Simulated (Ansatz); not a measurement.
Cell and atoms of amorphous Ti16Te32:

```xyz
48
Lattice="10.8186 0.0000 0.0000 0.0000 10.8186 0.0000 0.0000 0.0000 10.8186" Properties=species:S:1:pos:R:3 pbc="T T T"
Ti     7.0865     3.7700     6.6762
Ti     8.1917     0.8563     5.3899
Ti     3.9708     1.3046     3.6792
Ti     8.8202     6.1231     2.4757
Ti     7.0790     6.6856     6.6577
Ti     8.3680     2.6541     9.4721
Ti     1.2065     8.0885     1.4745
Ti     9.4909     9.0272     0.9813
Ti     0.0316    10.7267     3.4505
Ti     2.9264     8.2648     8.8956
Ti     5.2653     3.2663     1.7954
Ti     8.4525     8.0006     9.1843
Ti     2.9589    10.7362     6.2338
Ti     9.5404     1.4338     1.1463
Ti     2.8652     5.4608     0.6706
Ti     3.9266     3.0265     7.9746
Te     2.2773     7.9928     6.3271
Te     9.6814     2.5884     6.9968
Te     0.2830     8.8533     9.2266
Te     6.4940     7.3679     3.9487
Te     0.1290     2.8818    10.1440
Te     4.4467     5.4559     3.1837
Te     3.8044     7.9822     0.6595
Te     0.9548    10.8061     0.8738
Te     2.6416     9.7658     3.5153
Te     8.7840     5.2349     5.1235
Te    10.3231     6.3410     0.1543
Te     5.6262     8.3210     8.3750
Te     8.3947     9.0238     6.5941
Te     7.9835    10.5793     2.7823
Te     5.0279     4.3436    10.1734
Te    10.1223     8.1773     3.6204
Te     5.2680     0.6284     1.3009
Te     1.1469     5.7364     3.0313
Te     4.8185     5.1944     6.4608
Te     2.5576     2.9288     1.9244
Te     6.2703     1.5349     7.8501
Te     8.2092    10.8002    10.0597
Te     6.3562     2.6497     4.2842
Te     2.5556     2.5589     5.6576
Te     7.9811     5.3084     8.7899
Te     7.9400     3.6652     1.3079
Te     5.5040    10.4216     5.2229
Te     7.2116     7.4635     0.7374
Te     3.0543     0.4293     8.8716
Te    10.1764     2.4251     3.6977
Te     0.1794    10.6482     6.2202
Te     2.2044     5.4042     8.7835
```

Computed with PBE-D3(BJ), scalar-relativistic without spin-orbit coupling, PAW (Ansatz default set, large-core Te) (plane waves to 420 eV; Ansatz, a first-principles code).

The cell was made by melting and quenching with the CHGNet potential and then relaxed with DFT. The hot cell started wider than the set density and was brought back towards it in steps. It is the lowest in DFT energy of 3 quenches. It is a model cell: composition and starting density were chosen by hand, and all elements were melted together. The geometry includes D3(BJ) dispersion. Its density started from a set value of 5.92 and ended at 6.36 g/cm³. The quench (nominally 66 K/ps over its main leg) was far faster than any real one, so the model tends to hold more defects than a real film. One small periodic cell is one sample of the glass; other quenches scatter about these values. The volume was free in the relaxation, at fixed shape. Stress components on the final sampling reach 0.6 GPa. On a 2×2×2 Γ-centred mesh force components of up to 0.30 eV/Å stay, since the relaxation ran on one k-point at (1/4, 1/4, 1/4).

Bonds are counted up to Ti-Ti 3.96 Å, Ti-Te 3.60 Å, Te-Te 3.31 Å.

Task: Give the coordination numbers, mean bond lengths and angles.

Result: 
```json
{
 "Mean coordination of Ti": "9.31 (5 with 8, 5 with 9, 4 with 10, 2 with 12)",
 "Mean coordination of Te": "3.91 (2 with 2, 10 with 3, 12 with 4, 5 with 5, 3 with 6)",
 "Mean Ti-Te bond": "2.823 Å (spread 0.143 Å, 103 counted)",
 "Mean Ti-Ti bond": "3.322 Å (spread 0.303 Å, 23 counted)",
 "Mean Te-Te bond": "3.187 Å (spread 0.117 Å, 11 counted)",
 "Bond angle at Ti": "mean 97.7°, spread 34.2°",
 "Bond angle at Te": "mean 94.5°, spread 30.4°"
}
```
